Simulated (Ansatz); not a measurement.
Start from AgCl in the rock salt structure (space group Fm-3m, No. 225; a = 5.611 Å).

Computed with PBE (Ansatz, a first-principles code, PAW, no SOC).

Before the change:

| Item | Value |
|---|---|
| Smallest direct gap | 2.88 eV |
| Valley order | Γ 0.92 eV; X along ⟨100⟩ 2.43 eV |

One thing is altered: an isotropic linear strain of −2.50 %, atoms relaxed at fixed cell.

Q: Estimate the effect on the smallest direct gap, energy relative to the base and valley order.

A: The smallest direct gap increases by 0.25 eV (2.88 eV → 3.13 eV); the energy grows by 18 meV/atom; the valley order (the lowest conduction-band minima on the path, energy above the VBM, named in the base's zone) becomes Γ 0.91 eV; X along ⟨100⟩ 2.31 eV (base: Γ 0.92 eV; X along ⟨100⟩ 2.43 eV).

Whether these cells are dynamically stable was not tested.
